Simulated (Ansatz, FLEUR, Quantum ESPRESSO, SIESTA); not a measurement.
**Sc₃Al (P6_3/mmc, 8 atoms in the cell) computed with different codes at matched settings**

Self-consistent single point, at a second geometry (lattice scaled by 0.98). First geometry:

```
CELL_PARAMETERS angstrom
      6.17693     0.00000     0.00000
     -3.08847     5.34938     0.00000
      0.00000     0.00000     4.97099
ATOMIC_POSITIONS crystal
  Sc 0.82880 0.17120 0.75000
  Sc 0.17120 0.82880 0.25000
  Sc 0.65760 0.82880 0.25000
  Sc 0.34240 0.17120 0.75000
  Sc 0.82880 0.65760 0.75000
  Sc 0.17120 0.34240 0.25000
  Al 0.66667 0.33333 0.25000
  Al 0.33333 0.66667 0.75000
```
Moments meant for the start (each program seeds them in its own way; μB, in the order of the atoms Sc Sc Sc Sc Sc Sc Al Al): 1.0 1.0 1.0 1.0 1.0 1.0 0.0 0.0.

Shared settings, as Ansatz (a first-principles code) writes them: kpoints.mp_grid.grid = 3 3 3; scf.occupations.method = fermi_dirac; scf.occupations.width = 0.05 eV. Potentials and cutoffs stand in the table.

```tsv
code	model	ΔF from the first geometry (meV/atom)	pressure (GPa)	largest force (eV/Å)	cutoff
FLEUR	LDA (Perdew-Zunger), all-electron FLAPW (FLEUR), scalar-relativistic valence	8.4	–	0.030	Kmax 3.8 1/bohr
Quantum ESPRESSO	LDA (PW92), PseudoDojo standard norm-conserving (LDA) pseudopotentials	4.8	2.98	0.048	80 Ry
SIESTA	LDA PW92, numerical atomic orbitals DZP, PseudoDojo LDA standard norm-conserving potentials (rewritten from UPF to PSML)	-2.5	1.89	0.035	grid 300 Ry
Ansatz	LDA (PW92), PAW files made with PBE	5.3	3.06	0.043	default
```

A dash marks a value that a program does not give, or that is left out as unsure.

On Ansatz's run: the starting moments vanished: the run ended non-magnetic. The program warned that a starting moment was not kept.

The spread over the programs that give each value: ΔF from the first geometry within 10.9 meV/atom; pressure within 1.17 GPa; largest force within 0.018 eV/Å.

SIESTA uses small atom-centred bases, whose incompleteness enters pressures, forces and empty levels differently from a plane-wave cutoff. FLEUR treats all electrons, but the usual bases taken here (sphere radii, linearisation, local orbitals, empty states) were not tested for convergence, so the values are no reference for the others. Ansatz's pressure is given at a fixed set of plane waves, as the other plane-wave codes print theirs. In the pressure, SIESTA (by 1.13) lies more than 1 GPa from the median of the plane-wave programs.

The shared mesh is coarse (it stands for a supercell whose shortest vector is 15 Å), so the values are not converged in it.

The starting cell comes from a database of computed structures (which also holds hypothetical and non-ambient phases and stackings), without a prior relaxation at this level. Its lattice was rescaled by a random factor within 2.5 % of one. For this run, on top of that: lattice scaled by 0.98.

Keys are those of Ansatz 0.2.
